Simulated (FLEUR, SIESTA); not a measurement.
A FLEUR input for a self-consistent single point of La3Pb (Pm-3m, 4 atoms in the cell) (DFT, PBEsol, all-electron FLAPW (FLEUR), scalar-relativistic valence):

Input of the input generator:

```
La3Pb FLAPW
&input film=f /
9.3221569228 0.0000000000 0.0000000000
0.0000000000 9.3221569228 0.0000000000
0.0000000000 0.0000000000 9.3221569228
1.0
1.0 1.0 1.0

4
57 0.5000000000 0.5000000000 0.0000000000
57 0.0000000000 0.5000000000 0.5000000000
57 0.5000000000 0.0000000000 0.5000000000
82 0.0000000000 0.0000000000 0.0000000000

&comp jspins=1 /
&exco xctyp='PBEs' /
&kpt div1=9 div2=9 div3=9 /
&end /
```

```xml
<?xml version="1.0" encoding="UTF-8" standalone="no"?>
<fleurInput fleurInputVersion="0.39">
   <comment>
      La3Pb FLAPW                                                                                         
   </comment>
   <calculationSetup>
      <cutoffs Kmax="3.8" Gmax="13.3" GmaxXC="13.3" numbands="0"/>
      <scfLoop itmax="100" minDistance="0.00001" maxIterBroyd="99" imix="Anderson" alpha="0.05" precondParam="0.0" spinf="2.0"/>
      <coreElectrons ctail="T" frcor="F" kcrel="0" coretail_lmax="0"/>
      <xcFunctional name="PBEs" relativisticCorrections="F"/>
      <magnetism jspins="1"/>
      <soc l_soc="F" theta="0.0" phi="0.0" spav="F"/>
      <expertModes spex="0" secvar="F"/>
      <geometryOptimization l_f="T" forcealpha="1.0" forcemix="BFGS" epsdisp="0.00001" epsforce="0.00001"/>
      <ldaU l_linMix="F" mixParam="0.05" spinf="1.0"/>
   </calculationSetup>
   <cell>
      <bzIntegration valenceElectrons="47.0" mode="hist" fermiSmearingEnergy="0.00367493">
         <kPointListSelection listName="default-1"/>
         <!-- k-points included here -->
         <xi:include xmlns:xi="http://www.w3.org/2001/XInclude" href="kpts.xml"> </xi:include>
      </bzIntegration>
      <!-- symmetry operations included here -->
      <xi:include xmlns:xi="http://www.w3.org/2001/XInclude" href="sym.xml"> </xi:include>
      <bulkLattice scale="1.0">
         <bravaisMatrix>
            <row-1>    9.3221569227999996     0.0000000000000000     0.0000000000000000</row-1>
            <row-2>    0.0000000000000000     9.3221569227999996     0.0000000000000000</row-2>
            <row-3>    0.0000000000000000     0.0000000000000000     9.3221569227999996</row-3>
         </bravaisMatrix>
      </bulkLattice>
   </cell>
   <atomSpecies>
      <species name="Lanthanum (La)" element="La" atomicNumber="57">
         <mtSphere radius="2.63" gridPoints="925" logIncrement="0.014"/>
         <atomicCutoffs lmax="10" lnonsphr="8"/>
         <electronConfig flipSpins="F">
            <coreConfig>(1s1/2) (2s1/2) (2p1/2) (2p3/2) (3s1/2) (3p1/2) (3p3/2) (4s1/2) (3d3/2) (3d5/2) (4p1/2) (4p3/2) (4d3/2) (4d5/2)</coreConfig>
            <valenceConfig>(5s1/2) (5p1/2) (5p3/2) (6s1/2) (5d3/2) (5d5/2)</valenceConfig>
            <stateOccupation state="(5d3/2)" spinUp="0.2" spinDown="0.2"/>
            <stateOccupation state="(5d5/2)" spinUp="0.3" spinDown="0.3"/>
         </electronConfig>
         <energyParameters s="6" p="6" d="5" f="4"/>
         <lo type="SCLO" l="0" n="5" eDeriv="0"/>
         <lo type="SCLO" l="1" n="5" eDeriv="0"/>
      </species>
      <species name="Lead (Pb)" element="Pb" atomicNumber="82">
         <mtSphere radius="2.63" gridPoints="925" logIncrement="0.015"/>
         <atomicCutoffs lmax="10" lnonsphr="8"/>
         <electronConfig flipSpins="F">
            <coreConfig>(1s1/2) (2s1/2) (2p1/2) (2p3/2) (3s1/2) (3p1/2) (3p3/2) (4s1/2) (3d3/2) (3d5/2) (4p1/2) (4p3/2) (5s1/2) (4d3/2) (4d5/2) (4f5/2) (4f7/2) (5p1/2) (5p3/2)</coreConfig>
            <valenceConfig>(6s1/2) (5d3/2) (5d5/2) (6p1/2) (6p3/2)</valenceConfig>
            <stateOccupation state="(6p1/2)" spinUp="0.3333333333333" spinDown="0.3333333333333"/>
            <stateOccupation state="(6p3/2)" spinUp="0.6666666666667" spinDown="0.6666666666667"/>
         </electronConfig>
         <energyParameters s="6" p="6" d="6" f="5"/>
         <lo type="SCLO" l="2" n="5" eDeriv="0"/>
      </species>
   </atomSpecies>
   <atomGroups>
      <atomGroup species="Lanthanum (La)">
         <relPos label="                   1">1.000/2.000 1.000/2.000 .0000000000</relPos>
         <relPos label="                   2">.0000000000 1.000/2.000 1.000/2.000</relPos>
         <relPos label="                   3">1.000/2.000 .0000000000 1.000/2.000</relPos>
         <force calculate="T" relaxXYZ="TTT"/>
      </atomGroup>
      <atomGroup species="Lead (Pb)">
         <relPos label="                   4">.0000000000 .0000000000 .0000000000</relPos>
         <force calculate="T" relaxXYZ="TTT"/>
      </atomGroup>
   </atomGroups>
   <output dos="F" band="F" slice="F">
      <checks vchk="F" cdinf="F"/>
      <bandDOS minEnergy="-.5*Htr" maxEnergy="0.5*Htr" sigma="0.015" storeEVData="T"/>
      <vacuumDOS vacdos="F" integ="F" star="F" nstars="0" locx1="0.0" locy1="0.0" locx2="0.0" locy2="0.0" nstm="0" tworkf="0.0"/>
      <unfoldingBand unfoldBand="F" supercellX="1" supercellY="1" supercellZ="1"/>
      <plotting iplot="0" polar="F">
         <plot TwoD="T" vec1="  1.0  0.0  0.0" vec2="  0.0  1.0  0.0" vec3="  0.0  0.0  1.0" zero="  0.0  0.0  0.0" file="plot"/>
      </plotting>
      <chargeDensitySlicing numkpt="0" minEigenval="0.0" maxEigenval="0.0" nnne="0" pallst="F"/>
      <specialOutput eonly="F"/>
      <magneticCircularDichroism mcd="F" energyLo="-10.0" energyUp="0.0"/>
   </output>
  <!-- We include the file relax.xml here to enable relaxations (see documentation) -->
  <xi:include xmlns:xi="http://www.w3.org/2001/XInclude" href="relax.xml"> <xi:fallback/> </xi:include>
</fleurInput>
```

### Question
Translate this input to SIESTA.

### Answer
One input that does it (others would too):

```
# files in the folder: La.psml Pb.psml (PseudoDojo PBEsol standard)
SystemName  La3Pb
SystemLabel la3pb

NumberOfAtoms                4
NumberOfSpecies              2
%block ChemicalSpeciesLabel
  1 57 La
  2 82 Pb
%endblock ChemicalSpeciesLabel
LatticeConstant              1.0 Bohr
%block LatticeVectors
     9.322156923    0.000000000    0.000000000
     0.000000000    9.322156923    0.000000000
     0.000000000    0.000000000    9.322156923
%endblock LatticeVectors
AtomicCoordinatesFormat      Fractional
%block AtomicCoordinatesAndAtomicSpecies
     0.500000000    0.500000000    0.000000000  1
     0.000000000    0.500000000    0.500000000  1
     0.500000000    0.000000000    0.500000000  1
     0.000000000    0.000000000    0.000000000  2
%endblock AtomicCoordinatesAndAtomicSpecies

XC.functional                GGA
XC.authors                   PBEsol
PAO.BasisSize                TZP
PAO.EnergyShift              0.005 Ry
MeshCutoff                   350 Ry
%block kgrid.MonkhorstPack
    9   0   0  0.0
    0   9   0  0.0
    0   0   9  0.0
%endblock kgrid.MonkhorstPack
OccupationFunction           FD
ElectronicTemperature        100.0 meV

MaxSCFIterations             150
SCF.Mixer.Method             Pulay
SCF.Mixer.Weight             0.1
SCF.Mixer.History            6
SCF.DM.Tolerance             1.0E-04
Diag.ParallelOverK           true
WriteForces                  true
Charge.Mulliken              end
```

Basis, cutoffs, solver keys and any potentials are the target program's own. This input uses DFT, GGA PBEsol, numerical atomic orbitals TZP, PseudoDojo PBEsol standard norm-conserving potentials (rewritten from UPF to PSML).

The starting cell comes from a database of computed structures (which also holds hypothetical and non-ambient phases and stackings), without a prior relaxation at this level. Its lattice was rescaled by a random factor within 2.5 % of one. For this run, on top of that: lattice scaled by 0.98.
